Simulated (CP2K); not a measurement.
Band structure of YCu₂Ge₂ (I4/mmm, 5 atoms in the cell).

```
CELL_PARAMETERS angstrom
      5.82848     0.00000     0.00000
      3.08488     4.94517     0.00000
     -4.45668    -2.47259     2.82763
ATOMIC_POSITIONS crystal
  Y  0.00000 0.00000 0.00000
  Cu 0.75000 0.25000 0.50000
  Cu 0.25000 0.75000 0.50000
  Ge 0.61934 0.61934 0.00000
  Ge 0.38066 0.38066 0.00000
```

Method of the run: PBEsol, GPW, DZVP-MOLOPT-SR-GTH basis, GTH-PBE potentials (GTH_POTENTIALS) run with CP2K.

Settings: CUTOFF = 600 Ry; REL_CUTOFF = 50 Ry; SMEAR/METHOD = FERMI_DIRAC; ELECTRONIC_TEMPERATURE = 1160.45 K; KPOINTS/SCHEME = MONKHORST-PACK 7 7 7; XC_FUNCTIONAL = PBE:PBESOL; Y/BASIS_SET = DZVP-MOLOPT-SR-GTH; Y/POTENTIAL = GTH-PBE-q11; Cu/BASIS_SET = DZVP-MOLOPT-SR-GTH; Cu/POTENTIAL = GTH-PBE-q11; Ge/BASIS_SET = DZVP-MOLOPT-SR-GTH; Ge/POTENTIAL = GTH-PBE-q4; METHOD = GPW; EPS_DEFAULT = 1e-10.

The starting cell comes from a database of computed structures (which also holds hypothetical and non-ambient phases and stackings), without a prior relaxation at this level. Its lattice was rescaled by a random factor within 2.5 % of one. Spin polarisation is off. Values carry the incompleteness of an atom-centred basis. The potentials were made for another functional than the one used.

Levels in eV from the Fermi level, bands 18 to 23:
| point | 18 | 19 | 20 | 21 | 22 | 23 |
|---|---|---|---|---|---|---|
| Γ | -1.78 | -1.78 | -0.76 | 0.88 | 0.88 | 2.62 |
| X | -2.68 | -2.29 | -2.27 | -2.18 | 1.73 | 2.87 |
| Y | -2.50 | -2.27 | -2.05 | -1.95 | 1.59 | 2.83 |
| S | -1.51 | -1.37 | -1.29 | 1.31 | 1.87 | 2.46 |
| Z | -1.75 | -0.74 | -0.51 | 1.68 | 1.68 | 1.96 |
| S1 | -1.51 | -1.37 | -1.29 | 1.31 | 1.87 | 2.46 |
| N | -2.86 | -1.24 | 0.15 | 0.25 | 1.68 | 2.07 |
| P | -2.54 | -2.54 | -2.19 | -2.19 | 0.78 | 4.03 |
| Y1 | -2.50 | -2.27 | -2.05 | -1.95 | 1.59 | 2.83 |

Bands cross the Fermi level along this path, so the cell is metallic at this level.

Higher empty bands are left out: an atom-centred basis made for the valence describes them poorly.
